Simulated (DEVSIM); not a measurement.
Structure: abrupt GaAs p-n junction, at 350 K.

Layer 1 from the left is GaAs, thickness (μm) 0.130, Na (cm⁻³) 5.8e17, τn (s) 5.1e-8, τp (s) 5.1e-8. Layer 2 from the left is GaAs, thickness (μm) 4.70, Nd (cm⁻³) 2.2e15, τn (s) 5.1e-8, τp (s) 5.1e-8.

Left contact: ohmic. Right contact: ohmic. Voltage is applied to the left contact. Recombination: SRH at mid-gap. Mobility is constant in doping.

Constants are typed, rounded textbook-type inputs, not results; the design itself was drawn at random and stands for no fabricated device. Values at 300 K; Nc and Nv go as T^1.5, mobilities as T to minus their exponent, the gap by Varshni's rule with the affinity fixed.

GaAs: gap (eV) 1.424, affinity (eV) 4.07, permittivity 12.9, Nc (cm⁻³) 4.7e17, Nv (cm⁻³) 9e18, μn (cm²/Vs) 8500, μp (cm²/Vs) 400, T exponent of μn 2.1, T exponent of μp 2.2, Varshni α (eV/K) 0.000541, Varshni β (K) 204.

**Question.** Estimate by hand the built-in potential, the peak field at zero bias, the capacitance at -3 V, and compare with a numerical solution.

**Answer.** 
- Built-in potential: ni = √(Nc Nv) exp(−Eg/2kT) = 2.12e8 cm⁻³ with Eg = 1.401 eV; Vbi = kT/q ln(Na Nd/ni²) = 1.143 V; numerical 1.143 V.
- Peak field at zero bias: depletion approximation: W = √(2εVbi/(qN)) = 0.862 μm with N = 2.19e15 cm⁻³; field = 2Vbi/W = 26500 V/cm; numerical 47400 V/cm (estimate below by 44 %).
- Capacitance at -3 V: C = √(qεN / 2(Vbi + |V|)) = 6.96 nF/cm²; numerical 7.03 nF/cm² (estimate below by 0.99 %).

Simulated with DEVSIM: 1D drift-diffusion, Boltzmann statistics, complete ionisation; no tunnelling, impact ionisation, image-force lowering or self-heating.
